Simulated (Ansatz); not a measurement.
Cost and result by functional for the surface energy of the (11-22) surface of hcp Lu in its 1x1 cell, outermost plane spacing 1.48 Å in the ideal cut, in Ansatz (plane waves, PAW). Single points on the PBE structure, on one kind of machine; costs are rough ratios of the slab run's core time (references not counted) to the cheapest single point. r2SCAN's cost holds its higher cutoff (500 against 420 eV). Differences are taken against r2SCAN for comparison alone: no measured value is at hand, so the table doesn't rank accuracy.

Set-up: 16 atoms, 10.3 Å thick at the start (thin: gaps and levels are the slab's own); mesh 6x6x1; 0.1 eV smearing; dipole correction on; all atoms relaxed; symmetry of the start imposed; no spin, no spin-orbit, no U. These notes are the PBE run's.

| functional | relative cost | surface energy (J/m²) | less r2SCAN (J/m²) |
|---|---|---|---|
| LDA | 1 | 1.36 | 0.03 |
| PBEsol | 1 | 1.32 | -0.01 |
| RPBE | 1 | 1.12 | -0.21 |
| r2SCAN | 2 | 1.33 | 0.00 |
| PBE (the relaxed run's value) | – | 1.21 | -0.12 |

The values span 0.24 J/m², while the single points' costs differ by a factor of roughly 2. Differences are of unrounded values.

Ansatz is a program for electronic structure.
